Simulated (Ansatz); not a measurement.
Pressure series in SnSe

Start from SnSe in the GeS type structure (space group Pnma, No. 62; a = 11.534 Å, b = 4.121 Å, c = 4.578 Å; layered, stacked along the Cartesian x axis).

Cell and atoms are relaxed at each pressure.

The values are results of r2SCAN+rVV10 (Ansatz, a quantum-chemistry and plane-wave program, PAW, spin-orbit coupling left out), earlier PAW set, not measurements.

Candidates:
(a) pressure 0.9 GPa
(b) pressure 4.5 GPa
(c) pressure 2.1 GPa

Base values:

| Item | Result |
|---|---|
| Smallest direct gap | 1.18 eV |

Task: Order them by smallest direct gap, lowest first.

Result: (b) pressure 4.5 GPa (0.91 eV), (c) pressure 2.1 GPa (0.99 eV), (a) pressure 0.9 GPa (1.08 eV)

Load acts through the strain it causes; cell and atoms are relaxed under it. Stability against distortions was not tested.
